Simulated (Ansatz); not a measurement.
The starting structures come from a database of crystals and need not be the phases stable at ambient conditions.

The decay constant κ of evanescent states in the gap governs leakage through a thin film.

Given:

```xyz
12
Lattice="7.5249 0.0000 0.0000 3.2574 6.7833 0.0000 2.1337 -3.3916 4.0070" Properties=species:S:1:pos:R:3 pbc="T T T"
Ba     9.1536     3.3916     2.0035
Ba     5.3911     3.3916     0.0000
W      3.7624     0.0000     2.0035
W      0.0000     0.0000     0.0000
O      8.1477     0.8902     1.4274
O      3.8498     1.7414     1.5817
O      6.4632     3.5678     2.5795
O      5.3700    -0.6751     2.4253
O      6.3970     5.8931     0.5760
O      3.1700     5.0419     0.4218
O     10.2152    -0.1762     3.4309
O      8.0510    -2.7166     3.5852
```

Space group of this cell: I4_1/a. The cell is taken as given; by r2SCAN its mean pressure is -2.2 GPa.

Transport runs along the normal of the first two printed cell vectors, the (110) plane of the conventional cell.

The gap is the functional's own. No spin-orbit coupling. Mid-gap values are interpolated on the energy grid.

Task: Compute, with r2SCAN in Ansatz (an electronic-structure program), the band gap and the smallest decay constant κ at mid-gap.

Result: Gap 5.16 eV on a 8×8×8 mesh; κ = 0.480 1/Å, at (0.500, 0.500) of the in-plane reciprocal vectors. At the zone centre, at the nearest computed energy, the slowest state has κ = 0.53 1/Å.
